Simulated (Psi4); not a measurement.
Psi4 1.11, WB97X/def2-svp: Mo(NH)(F)3(Cl) ([NH]=[Mo]([F])([F])([F])[Cl]), 7 atoms. The geometry is a generated start, not checked to be a minimum at this level.

| Item | Result |
|---|---|
| task | energy |
| method | wb97x |
| basis | def2-svp |
| memory | 3 GB |
| maxiter | 100 |
| keys of the molecule block | symmetry c1 |
| scf_type | df (default) |
| e_convergence | 1e-06 (default) |
| d_convergence | 1e-06 (default) |
| dft_radial_points | 75 (default) |
| dft_spherical_points | 302 (default) |
| effective core potentials | those of the basis set, past Kr |
| basis functions | 110 |
| grid points | 151890 |

```xyz
7

Mo    -0.0873     0.1999     0.2747
N      0.2025    -0.9004    -1.0168
H      0.3381    -1.5794    -1.7520
F      0.9872    -0.4555     1.5365
F     -1.3681     1.2222    -0.4272
F     -1.3939    -0.3264     1.3958
Cl     1.3214     1.8396    -0.0110
```

Charge 0 and multiplicity 1 are set for this test and not shown to be the ground state.

With the defaults (diis = true, scf_initial_accelerator = adiis, damping_percentage = 0, guess = auto, which took SAD, level_shift = 0, level_shift_cutoff = 0.01, soscf = false, soscf_start_convergence = 0.01, diis_max_vecs = 10) it converges in 12 SCF iterations. One run each on 2 threads, with these changes:
- diis_max_vecs = 20
- soscf = true, soscf_start_convergence = 0.1
- guess = gwh
- guess = sadno
- level_shift = 0.1, level_shift_cutoff = 0.001
- diis = false, scf_initial_accelerator = none, damping_percentage = 60
- damping_percentage = 20
- scf_initial_accelerator = ediis
- guess = sapgau

Which runs fail or end elsewhere than the default run?

No convergence: diis = false, scf_initial_accelerator = none, damping_percentage = 60 (the run ends without SCF convergence in 100 iterations). The rest reach the solution of the defaults.

```json
[
 {"setting": "soscf = true, soscf_start_convergence = 0.1", "SCF iterations": "7", "JK calls": "28", "end": "same solution"},
 {"setting": "the defaults", "SCF iterations": "12", "JK calls": "13", "end": "same solution"},
 {"setting": "scf_initial_accelerator = ediis", "SCF iterations": "12", "JK calls": "13", "end": "same solution"},
 {"setting": "level_shift = 0.1, level_shift_cutoff = 0.001", "SCF iterations": "12", "JK calls": "13", "end": "same solution"},
 {"setting": "diis_max_vecs = 20", "SCF iterations": "12", "JK calls": "13", "end": "same solution"},
 {"setting": "guess = sadno", "SCF iterations": "13", "JK calls": "13", "end": "same solution"},
 {"setting": "guess = gwh", "SCF iterations": "14", "JK calls": "14", "end": "same solution"},
 {"setting": "guess = sapgau", "SCF iterations": "15", "JK calls": "15", "end": "same solution"},
 {"setting": "damping_percentage = 20", "SCF iterations": "22", "JK calls": "23", "end": "same solution"},
 {"setting": "diis = false, scf_initial_accelerator = none, damping_percentage = 60", "SCF iterations": "100", "JK calls": "101", "end": "no convergence"}
]
```

An SOSCF iteration holds several JK calls; a Hückel guess adds calls on atoms. 1 further run of the study ended by our limits or in an error and is left out.
